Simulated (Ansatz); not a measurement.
System: 1T (CdI2-type) PtTe₂. Method: HSE06 (plane waves, PAW; Ansatz, a first-principles code).

Numerical settings: plane-wave cutoff 500 eV, 12×12×6 k mesh (along the axes of the cell as run), Fermi–Dirac smearing 0.05 eV, scalar-relativistic PAW data made under PBE.

Computed at the level's own relaxed cell.

Question: Estimate the volume per atom, lattice constant a and c axis length that the calculation returns.

Answer: 
- volume per atom: 25.39 Å³/atom
- lattice constant a: 4.035 Å
- c axis length: 5.402 Å

Measured, for comparison: lattice constant a 4.026 Å, lattice parameter c 5.221 Å (temperature not stated, no zero-point or thermal correction; as tabulated in Pelayo et al. (2023), arXiv:2312.15371). Computed (rounded) less measured: lattice constant a +0.2 %, lattice parameter c +3.5 %.

Note: exact exchange on metals is sensitive to the k mesh and can open a false gap; the run warned that the count of filled bands differs between k points; the cell comes from a level without a dispersion term, which matters for the spacing of layers, chains or molecules.

Spin–orbit coupling is not included.

It cost around 70 core-minutes (rough) of CPU time.
